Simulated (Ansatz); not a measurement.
The structure below was relaxed with DFT with PBE-D3(BJ), PAW potentials and a 420 eV plane-wave cutoff in Ansatz (a program for electronic structure), scalar-relativistic without spin-orbit coupling.

```yaml
crystal:
  lattice:
    - [5.18470, 0.00000, 0.00000]
    - [0.00000, 2.99660, 0.00000]
    - [-1.70003, 0.00000, 11.80261]
  atoms:
    - { symbol: Pb, position: [0.86210, 0.75000, 0.88573] }
    - { symbol: Pb, position: [0.13790, 0.25000, 0.11427] }
    - { symbol: C, position: [0.05332, 0.75000, 0.39658] }
    - { symbol: C, position: [0.94668, 0.25000, 0.60342] }
    - { symbol: W, position: [0.62384, 0.75000, 0.09547] }
    - { symbol: W, position: [0.83447, 0.25000, 0.29840] }
    - { symbol: W, position: [0.74414, 0.75000, 0.49732] }
    - { symbol: W, position: [0.62127, 0.25000, 0.68961] }
    - { symbol: W, position: [0.37616, 0.25000, 0.90453] }
    - { symbol: W, position: [0.37873, 0.75000, 0.31039] }
    - { symbol: W, position: [0.25586, 0.25000, 0.50268] }
    - { symbol: W, position: [0.16553, 0.75000, 0.70160] }
```

Problem. Find the space group and the Wyckoff positions.

Solution. Space group P2₁/m (No. 11); a = 5.1847 Å, b = 2.9966 Å, c = 11.9244 Å, α = 90.00°, β = 98.20°, γ = 90.00°

```json
[
 {"atom": "Pb", "site": "2e", "symmetry": "m", "x": "0.1379", "y": "0.2500", "z": "0.1143"},
 {"atom": "C", "site": "2e", "symmetry": "m", "x": "0.0533", "y": "0.7500", "z": "0.3966"},
 {"atom": "W", "site": "2e", "symmetry": "m", "x": "0.6238", "y": "0.7500", "z": "0.0955"},
 {"atom": "W", "site": "2e", "symmetry": "m", "x": "0.8345", "y": "0.2500", "z": "0.2984"},
 {"atom": "W", "site": "2e", "symmetry": "m", "x": "0.2559", "y": "0.2500", "z": "0.5027"},
 {"atom": "W", "site": "2e", "symmetry": "m", "x": "0.3787", "y": "0.7500", "z": "0.3104"}
]
```

Problem. Describe the coordination.

Solution. The crystal has 12 atoms in its conventional cell. Lattice parameters: a = 5.1847 Å, b = 2.9966 Å, c = 11.9244 Å, α = γ = 90.00°, β = 98.20°. Pb is surrounded by 8 W at 2.878–3.038 Å and 2 Pb at 2.997 Å and 2 Pb at 3.257 Å. C has 6 W at 2.097–2.138 Å (octahedral). W1 has 7 W at 2.871–3.019 Å and 5 Pb at 2.943–3.038 Å. W2 is surrounded by 2 C at 2.127 Å and 11 W at 2.819–3.180 Å and 1 Pb at 2.878 Å. W3 sees 3 C at 2.136 Å and 1 W at 2.712 Å and 11 W at 2.885–3.040 Å. W4 is surrounded by 1 C at 2.097 Å and 8 W at 2.712–3.019 Å and 2 W at 3.180 Å and 2 Pb at 2.905 Å. (Neighbours: up to the widest gap in distance over summed covalent radii, below 1.35, at either atom; cation-cation and far metal-metal contacts left out.)

These are small ordered cells, not random alloys; other orderings at the same x differ. Spin-orbit coupling, missing from the scalar runs, can matter with Pb and W. No phonon test of stability was made. All final runs are without spin polarisation. The cell was made from W2C by this change: x(Pb) = 0.5, 12 atoms, P2_1/m.
